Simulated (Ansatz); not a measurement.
## Cell volume against guest size in monoclinic HfO2

Cells of 16 cation and 32 anion sites of HfO2, atoms and cell relaxed at PBE from the phase named, static lattice at 0 K. Metal guests replace cations. A vacancy empties an O site next to the guests. Where both kinds of O site were run, the lower is taken. These are ordered model cells; other placings weren't searched.

Plane-wave PAW runs of Ansatz (a program for electronic structure), PBE at 420 eV, without spin–orbit coupling or a Hubbard term. No spin polarisation.

Radii are Shannon's six-fold crystal radii of the formal state, as pymatgen tabulates them.

This series is shown because its other rows lie near a line; not every series does.

| cell | radius (Å) | cell volume (Å³) |
|---|---|---|
| with one Mg and one O vacancy | 0.86 | 565.6 |
| with one Zn and one O vacancy | 0.88 | ? |
| with one Ca and one O vacancy | 1.14 | 572.5 |
| with one Sr and one O vacancy | 1.32 | 577.3 |
| with one Ba and one O vacancy | 1.49 | 575.5 |

**Question.** Fit a straight line to the 4 rows with values and predict the withheld one.

**Answer.** The means are 1.203 Å and 572.72 Å³; Σ(x − x̄)(y − ȳ) = 3.790 and Σ(x − x̄)² = 0.2177, so the slope is 17.41 Å³ per Å, and the rows scatter about the line by 1.83 Å³ (root mean square). At 0.88 the line gives 572.72 + (17.41) × (-0.323) = 567.1 Å³. The run itself gave 566.1 Å³, -1.0 Å³ from the line.
